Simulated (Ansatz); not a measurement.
## The (111) surface of fcc Rh in its 1x1 cell, outermost plane spacing 2.21 Å in the ideal cut

Computed with PBE (plane waves to 420 eV, PAW; Ansatz, a quantum-chemistry and plane-wave program).

Model: 16-atom slab, 33.2 Å thick at the start, 16x16x1 mesh, Fermi-Dirac 0.1 eV, dipole correction, all atoms relaxed; start symmetry kept, larger cells not searched; no spin, no spin-orbit, no U.

The surface energy (mean of both faces) is 2.06 J/m² and the surface energy before relaxation is 2.08 J/m². The work function of the top face is 5.15 eV, the energy released by relaxation comes out as 0.015 eV and the cost is very roughly 4 core-minutes.
